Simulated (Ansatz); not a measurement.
CsCl-type AlRh (cell taken from a computed entry) was calculated with PBEsol in Ansatz (plane waves, PAW).

Numerical settings: plane-wave cutoff 520 eV, 18×18×18 k mesh, Fermi–Dirac smearing 0.05 eV, no spin polarisation, scalar-relativistic PAW data made under PBE.

Cell (relaxed at this level):

Space group Pm-3m (No. 221); a = 2.972 Å, b = 2.972 Å, c = 2.972 Å, α = 90.00°, β = 90.00°, γ = 90.00°

```
atom  site  symmetry       x       y       z
----  ----  --------  ------  ------  ------
Al      1a      m-3m  0.0000  0.0000  0.0000
Rh      1b      m-3m  0.5000  0.5000  0.5000
```

What does this level give for the bulk modulus B0?


- bulk modulus B0: 212 GPa

The run finds no gap.

Note: the bulk modulus is −V dP/dV from two relaxed cells at ±2 % in volume; the relaxation could not lower the start's symmetry, so the cell can be a saddle point above a distorted one.

Static lattice: no zero-point or thermal effects.

Computing time: about 50 core-seconds (a rough figure).

Ansatz is a program for electronic structure.
